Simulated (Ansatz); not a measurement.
Take KBr in the rock salt structure (space group Fm-3m, No. 225; a = 6.549 Å) as the base. Axes: x, y, z lie along the cube axes.

Structures relaxed with PBEsol/PAW in Ansatz (a program for electronic structure), scalar-relativistic without spin-orbit coupling.

Base:

Simulated powder pattern, Mo Kα, λ = 0.71073 Å (kinematic, ideal powder, no thermal factors, no anomalous dispersion; the 10 strongest lines at most, above 2 %, up to 2θ = 40°):

| 2θ (°) | I/Imax (%) | hkl |
|---|---|---|
| 10.79 | 20 | (111) |
| 12.46 | 100 | (200) |
| 17.66 | 78 | (220) |
| 20.74 | 12 | (311) |
| 21.67 | 29 | (222) |
| 25.07 | 14 | (400) |
| 28.09 | 39 | (420) |
| 30.83 | 29 | (422) |
| 35.75 | 8.9 | (440) |
| 38.00 | 18 | (442) |

After one change:

Simulated powder pattern, Mo Kα, λ = 0.71073 Å (kinematic, ideal powder, no thermal factors, no anomalous dispersion; the 10 strongest lines at most, above 2 %, up to 2θ = 40°):

| 2θ (°) | I/Imax (%) |
|---|---|
| 10.68 | 15 |
| 12.42 | 100 |
| 17.44 | 40 |
| 17.75 | 38 |
| 21.46 | 22 |
| 24.98 | 14 |
| 27.78 | 20 |
| 28.18 | 19 |
| 30.63 | 15 |
| 37.55 | 7.5 |

Problem. Which change produced these results?
A) biaxial strain +1.25 %, plane normal [111], relaxed out of plane
B) biaxial strain +0.83 %, plane normal [111], relaxed out of plane
C) biaxial strain −1.25 %, plane normal [111], relaxed out of plane
D) biaxial strain +2.08 %, plane normal [111], relaxed out of plane

Solution. A, biaxial strain +1.25 %, plane normal [111], relaxed out of plane. Its volume per atom is 35.51 Å³ against 35.11 Å³, and its space group is R-3m (No. 166).

Whether these cells are dynamically stable was not tested.
